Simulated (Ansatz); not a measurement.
Functionals compared on NH3 on the (000-1) surface of wurtzite GaN (2x2 with 3 H on 4 top atoms; a constructed slab, bottom: 3 H on 4 bottom sites), one in a cell of 36 Å², started at the site 'hollow H #2', in Ansatz (plane waves, PAW). The structure was relaxed with PBE; the other rows are single points on it, each with its references at the same level. Cutoff 420 eV (500 eV for r2SCAN).

Host crystal: wurtzite GaN, with a band gap (PBE, scalar-relativistic without spin-orbit coupling).

Slab: 50 atoms, 13.8 Å thick at the start with caps and adatoms under the adsorbate (thin: gaps and levels are the slab's own); k 4x4x1, smearing 0.01 eV, dipole-corrected; 19 atoms held, the rest relaxed; no symmetry held; no spin, no spin-orbit, no U, no dispersion correction. At the end no host atom lies within bonding distance. In PBE it is, or lies within 0.03 eV of, the lowest of the starts that converged. These notes are the PBE run's. Adsorption energies are against NH3(g). A negative adsorption energy means that the adsorbate is more stable on the surface than in its reference.

| functional | adsorption energy (eV) | gap of the slab on its k-mesh (eV) | highest filled level below the top vacuum level (eV) | rough cost of the single point |
|---|---|---|---|---|
| PBE | -0.30 | 1.92 | 3.90 | – |
| RPBE | -0.17 | 1.93 | 3.81 | very roughly 7 core-minutes |
| r2SCAN | -0.34 | 2.34 | 4.08 | about 14 core-minutes (a rough figure) |

Ansatz is a first-principles code.
